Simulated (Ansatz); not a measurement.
**Effect of uniaxial strain ε_zz = −1.83 % on CdS**

Start from CdS in the zinc blende structure (space group F-43m, No. 216; a = 5.825 Å). Axes: x, y, z lie along the cube axes.

One thing is altered: the cell is compressed by 1.83 % along z with no lateral relaxation, atoms relaxed at fixed cell.

Method: plane-wave PAW DFT at the PBEsol level (Ansatz, a program for electronic structure, 420 eV), no SOC, earlier PAW set. k-mesh 10×10×10 (Γ-centred); smearing 0.05 eV (Fermi–Dirac).

The volume per atom shrinks by 0.45 Å³ (24.70 Å³ → 24.25 Å³) and the space group changes from F-43m (No. 216) to I-4m2 (No. 119). The shortest interatomic distance drops by 0.015 Å (2.522 Å → 2.507 Å) and the energy increases by 1.9 meV/atom. The pressure (mean of the normal stresses, compression positive) goes from zero to 11.7 kbar and the band gap is still 1.01 eV. The gap character stays direct at Γ and the electron mass is still 0.11 mₑ (at Γ). The hole mass comes out as 0.12 mₑ along z, 0.72 mₑ across (at Γ) and the valence-band top at Γ (three highest levels, from the VBM) changes from 0.00, 0.00, 0.00 eV to 0.00, -0.06, -0.06 eV. The stress (xx, yy, zz, yz, xz, xy; compression positive) amounts to (1.07, 1.07, 1.39, 0.00, 0.00, 0.00) GPa.

Cost of the whole job for the changed cell (relaxation, final SCF and bands): around 22 core-seconds (rough).

Masses are band curvatures over ±0.01 Å⁻¹ around the edge. Stability against distortions was not tested. k-point labels follow each cell's own Brillouin zone.
